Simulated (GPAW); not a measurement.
A self-consistent single point of MgPd3 (Pm-3m, 4 atoms in the cell) with GPAW.

Level of theory: PBEsol, GPAW PAW datasets PBEsol (made by gpaw-setup) (plane waves; GPAW).

The change in words: lattice scaled by 0.98. Reference geometry:
```xyz
4
Lattice="3.9648 0.0000 0.0000 0.0000 3.9648 0.0000 0.0000 0.0000 3.9648" Properties=species:S:1:pos:R:3 pbc="T T T"
Mg     0.0000     0.0000     0.0000
Pd     0.0000     1.9824     1.9824
Pd     1.9824     0.0000     1.9824
Pd     1.9824     1.9824     0.0000
```

Reference input (self-consistent single point, DFT PBEsol, plane waves, GPAW PAW datasets PBEsol (made by gpaw-setup)): mode = pw; ecut = 800 eV; xc = PBEsol; kpts = 7 7 7; mesh shift (steps) = 0 0 0; occupations.name = fermi-dirac; occupations.width = 0.1 eV; nbands = -10; convergence.density = 1e-05 e/electron; symmetry.symmorphic = false; symmetry.tolerance = 0.0005; maxiter = 150. This run's input differs from it in these lines:

```diff
@@ -5,5 +5,5 @@
 atoms = Atoms(['Mg', 'Pd', 'Pd', 'Pd'],
-              cell=[[3.964763, 0.000000, 0.000000],
-                    [0.000000, 3.964763, 0.000000],
-                    [0.000000, 0.000000, 3.964763]],
+              cell=[[3.885468, 0.000000, 0.000000],
+                    [0.000000, 3.885468, 0.000000],
+                    [0.000000, 0.000000, 3.885468]],
               scaled_positions=[[0.000000, 0.000000, 0.000000],
```

Output (repeated stretches shortened):

```
     iter     time        total  log10-change:
                         energy   eigst   dens
iter:   1 --:--:--   -22.451171
iter:   2 --:--:--   -21.006592   -1.16  -1.17
iter:   3 --:--:--   -18.789577   -0.29  -1.22
iter:   4 --:--:--   -17.562325   -1.35  -1.63
iter:   5 --:--:--   -18.208066   -1.36  -1.81
iter:   6 --:--:--   -17.468901   -1.32  -1.60
iter:   7 --:--:--   -17.457914   -3.07  -2.49
iter:   8 --:--:--   -17.467444c  -2.65  -2.64
iter:   9 --:--:--   -17.449113c  -3.25  -2.47
iter:  10 --:--:--   -17.449128c  -4.33  -3.33
iter:  11 --:--:--   -17.449120c  -5.42  -3.68
iter:  12 --:--:--   -17.449149c  -5.47  -3.79
iter:  13 --:--:--   -17.449152c  -5.95  -4.07
iter:  14 --:--:--   -17.449159c  -6.49  -4.31
iter:  15 --:--:--   -17.449181c  -6.77  -4.44
iter:  16 --:--:--   -17.449169c  -7.59c -4.42
iter:  17 --:--:--   -17.449144c  -6.76  -4.53
iter:  18 --:--:--   -17.449155c  -7.70c -4.69
iter:  19 --:--:--   -17.449156c  -8.89c -5.05c
Converged after 19 iterations.

Dipole moment: (-0.000000, -0.000000, -0.000000) |e|*Ang

Energy contributions relative to reference atoms: (reference = -416919.485888)

Kinetic:         -8.804042
Potential:       -2.551906
External:        +0.000000
XC:              -5.538501
Entropy (-ST):   -0.119084
Local:           -0.495164
SIC:             +0.000000
--------------------------
Free energy:    -17.508698
Extrapolated:   -17.449156

Showing only first 2 kpts
 Kpt  Band  Eigenvalues  Occupancy
  0    27      8.86667    0.09664
  0    28      8.86667    0.09664
  0    29     11.08520    0.00000
  0    30     11.08520    0.00000

  1    27      8.32180    1.84378
  1    28      8.86707    0.09627
  1    29     10.09547    0.00000
  1    30     11.79688    0.00000

Fermi level: 8.56863

No gap
No difference between direct/indirect transitions
Energy (eV): -17.449156

Forces in eV/Ang:
  0 Mg    0.00000    0.00000    0.00000
  1 Pd    0.00000    0.00000    0.00000
  2 Pd    0.00000    0.00000    0.00000
  3 Pd    0.00000    0.00000    0.00000

Stress tensor:
    -0.018726     0.000000     0.000000
     0.000000    -0.018726     0.000000
     0.000000     0.000000    -0.018726
Stress (GPa, Voigt): [-3.0003 -3.0003 -3.0003  0.      0.      0.    ]
```

The run converged in 19 iterations. GPAW prints stress with tension positive. Against the reference run the free energy falls by 9.1 meV/atom and the pressure goes from -5.66 to 3.00 GPa.

The starting cell comes from a database of computed structures (which also holds hypothetical and non-ambient phases and stackings), without a prior relaxation at this level. Its lattice was rescaled by a random factor within 2.5 % of one. For this run, on top of that: lattice scaled by 0.98. Spin polarisation is off. With a pressure of about 3 GPa the cell is away from its equilibrium volume at this level.

Cost on one core of a shared machine: roughly 90 s.
